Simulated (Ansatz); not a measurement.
**What Ta → Zr does to Ta**

The reference is Ta in the bcc (W type) structure (space group Im-3m, No. 229; a = 3.305 Å).

Perturbation: Zr takes the place of Ta on all its sites, then cell and atoms are relaxed.

Computed with Kohn–Sham DFT with the r2SCAN functional, run in Ansatz (a program for electronic structure) with PAW and 500 eV plane waves, spin-orbit coupling left out. k-mesh 18×18×18 (Γ-centred); smearing 0.05 eV (Fermi–Dirac), for the changed cell.

| quantity | base | changed | shift |
|---|---|---|---|
| volume per atom | 18.05 Å³ | 22.95 Å³ | +4.90 Å³ |
| density | 16.65 g/cm³ | 6.60 g/cm³ | -10.05 g/cm³ |
| lattice parameter a | 3.305 Å | 3.580 Å | +0.275 Å |
| space group | Im-3m (No. 229) | Im-3m (No. 229) | – |
| shortest interatomic distance | 2.862 Å | 3.101 Å | +0.239 Å |
| band gap | zero | zero | – |

Cost of the whole job for the changed cell (relaxation, final SCF and bands): about 18 core-seconds (a rough figure).

Stability against distortions was not tested. The final runs are not spin-polarised. This is not the structure that Zr has at room temperature and ambient pressure.
